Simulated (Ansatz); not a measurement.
Worked example: self-consistent single point of Al2MnSe4 (Fd-3m, 14 atoms in the cell) in Ansatz (a program for electronic structure).

Method of the run: PBE (plane waves, PAW; Ansatz).

```xyz
14
Lattice="0.0000 5.1981 5.1981 5.1981 0.0000 5.1981 5.1981 5.1981 0.0000" Properties=species:S:1:pos:R:3 pbc="T T T"
Al     1.2995     1.2995     1.2995
Al     1.2995     3.8986     3.8986
Al     3.8986     1.2995     3.8986
Al     3.8986     3.8986     1.2995
Mn     7.7972     7.7972     7.7972
Mn     5.1981     5.1981     5.1981
Se     3.7697     3.7697     3.7697
Se     3.7697     6.6265     6.6265
Se     6.6265     3.7697     6.6265
Se     6.6265     6.6265     3.7697
Se     9.2256     9.2256     9.2256
Se     9.2256     6.3687     6.3687
Se     6.3687     9.2256     6.3687
Se     6.3687     6.3687     9.2256
```
Moments meant for the start (each program seeds them in its own way; μB, in the order of the atoms Al Al Al Al Mn Mn Se Se Se Se Se Se Se Se): 0.0 0.0 0.0 0.0 4.0 4.0 0.0 0.0 0.0 0.0 0.0 0.0 0.0 0.0.

Reference input (self-consistent single point, DFT, PBE, plane waves, default PAW files): basis.ecutwfc = 420 eV; kpoints.mp_grid.grid = 3 3 3; hamiltonian.xc = pbe; hamiltonian.pseudopotentials = {kind: paw}, with the files named one by one; magnetization.spin_polarized = true; scf.occupations.method = cold; scf.occupations.width = 0.2 eV. This run's input differs from it in these lines:

Ansatz 0.2 input:
```diff
@@ -21,3 +21,3 @@
 basis:
-  ecutwfc: 420.0
+  ecutwfc: 170.0
 kpoints:
```

Output, abridged:

```
SCF iter   1: F=—  HF=-53613.583171 eV  |F-HF|=—  |Δ(HF+E_count)|=         —  Δρ=3.74e-2 (↑3.74e-2 ↓3.16e-2)  dr2=8.92e0  dr2_m=4.82e-1  M=9.993 μB ∫|m|=10.038 μB  β_m=0.30  ethr=3.10e-3  ⟨swp⟩=6.1  Hψ=3025  notcnv=0  defer=2
Mixer restart at iter 1: flushing history
all-band conjugate gradients solve this SCF's bands
preconditioner: auto → Resta (q_TF=auto, 2.509 Å⁻¹)
   [... lines left out ...]
Mixer restart at iter 12: flushing history
SCF iter  13: F=—  HF=-53596.763312 eV  |F-HF|=—  |Δ(HF+E_count)|=         —  Δρ=2.05e-6 (↑1.72e-6 ↓2.05e-6)  dr2=4.08e-8  dr2_m=8.81e-10  M=10.000 μB ∫|m|=10.047 μB  β_m=0.88  ethr=4.32e-12  ⟨swp⟩=2.0  Hψ=1044  notcnv=0
SCF iter  14: F=-53596.763312 eV  HF=-53596.763312 eV  |F-HF|=3.60e-8  |Δ(HF+E_count)|=   7.06e-9  S|Δr|=  4.94e-10  Δρ=2.02e-6 (↑1.88e-6 ↓2.02e-6)  dr2=4.37e-8  dr2_m=4.08e-10  M=10.000 μB ∫|m|=10.047 μB  ethr=4.32e-12  ⟨swp⟩=3.0  Hψ=1784  notcnv=0
SCF 1 converged in 14 iterations: F = -53596.763312 eV  dr2 = 4.37e-8
WARN: an SCF from antiferromagnetic starting moments (0.00, 0.00, 0.00, 0.00, -4.62, 4.62, 0.00, 0.00, 0.00, 0.00, 0.00, 0.00, 0.00, 0.00 Bohr magnetons, atom …
   [... lines left out ...]
Absolute magnetization: 10.0318 μB (∫|ρ↑−ρ↓|, with the PAW one-centre terms)
Free energy (F): -53596.763312 eV
Fermi energy:    9.387714 eV
Smearing:        width narrowed from 0.2000 eV (input) to 0.1250 eV after iteration 12, whose occupations did not sum to the number of electrons (Fermi level …
   [... lines left out ...]
  atom  14  Se     0.47897773     0.47897773    -0.47897773
--- Stress (GPa, compression-positive) ---
       10.183893       0.000000      -0.000000
        0.000000      10.183893       0.000000
       -0.000000      -0.000000      10.183893
  P = ⅓ Tr σ = 10.1839 GPa (101.839 kbar)
  The stress holds the Pulay correction. Without it, at fixed plane waves, as pw.x and ABINIT print it: P = -232.9293 GPa
```

The run converged in 14 iterations. Against the reference run the free energy goes up by 8.04 eV/atom, the pressure goes from 9.57 to 10.18 GPa, the largest force goes from 1.180 to 0.830 eV/Å, the gap on the mesh goes from 0.623 to 0.935 eV and the size of the net moment stays at 0.71 μB/atom.

The starting cell was generated: these elements placed on a structure prototype, without a prior relaxation; it need not be a known phase or ordering of this composition. The magnetic order is the one reached from the typed start; others were not searched systematically. The program warned that, by what it read of turns of the moments, another magnetic order lies lower. Ansatz's pressure includes its estimate of the finite-basis (Pulay) stress. Without the estimate this run gives -232.93 GPa. The cutoff lies below the one recommended for these files.
